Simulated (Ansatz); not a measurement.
# Ir: energy against volume

Ir (fcc, Fm-3m, 14.211 Å³/atom and stress up to 0.01 GPa in the relaxed cell, cube axes along x, y and z) under an equal strain ε along all three axes. r2SCAN in Ansatz, a plane-wave DFT program (PAW, default set), 500 eV, 29×29×29 Γ-centred mesh, Fermi-Dirac smearing 0.10 eV.

Here V stands for volume and E for E less E0.

```
volume (Å³/atom)  E less E0 (meV/atom)  pressure (GPa)
----------------  --------------------  --------------
12.9701                              ?               ?
13.3754                          63.75           26.56
13.5812                          34.82           19.12
13.7891                          14.90           12.24
13.9991                           3.45            5.88
14.2112                           0.00            0.00
14.4254                           4.07           -5.42
14.6418                          15.21          -10.41
14.8603                          33.00          -15.00
15.0810                          57.02          -19.21
```

Fit E of the 9 rows that show it with the third-order Birch-Murnaghan form, a cubic in V^(-2/3). With u = V^(-2/3) - 0.171, the rows have u = 0.006472, 0.004674, 0.002904, 0.001160, -0.000557, -0.002248, -0.003915, -0.005557, -0.007175. Least squares gives E = 0.284 + 1219.63·u + 1300926·u² + 4005882·u³. Residuals (row less fit): -0.005, 0.006, 0.005, -0.006, -0.008, -0.001, 0.002, 0.008, -0.006; standard error 0.007 (degrees of freedom: 5). Its minimum lies at u = -0.000470, so V0 = (0.170530)^(-3/2) = 14.20. There d²E/du² = 2591000 and d³E/du³ = 2.404e7, so B0 = (4/9) × 14.20^(-7/3) × 2591000 × 0.160218 = 378 GPa (the last factor turns the table's units into GPa), and B0' = 4 + (2/3) × 0.170530 × (2.404e7)/2591000 = 5.1. B0' rests on the cubic coefficient alone and has a standard error of 0.1 from these residuals.

Problem. Predict the withheld E at V = 12.9701 from the fit, and compare with the calculation.

Solution. u = 0.010150, so E = 0.284 + 1219.63 × 0.010150 + 1300926 × 0.010150² + 4005882 × 0.010150³ = 150.877 meV/atom. The calculation gives 150.78 meV/atom, 0.097 meV/atom below the prediction (0.1 % of the range of E in the table). The row lies outside the fitted rows, so this is an extrapolation. From the scatter of the fitted rows alone, a prediction at this place has a standard error of 0.036 meV/atom, so the miss is 2.7 times that.

In a metal these values are sensitive to mesh and smearing; energies are taken to zero smearing, stresses follow the free energy. The runs aren't spin-polarised. Spin-orbit coupling is left out, which can shift these values for the heavy elements here. Other structures, which can take over under pressure, weren't tried. The same form fitted to the pressure column gives B0' = 5.1; series where the two differ by over 0.4 aren't shown. Rows are the converged runs of the series near zero and its far end, less any whose ions stayed unrelaxed beside relaxed ones; series whose fitted rows scatter by over a few per cent of the range, as at a crossing or softening among them, aren't shown in this form.
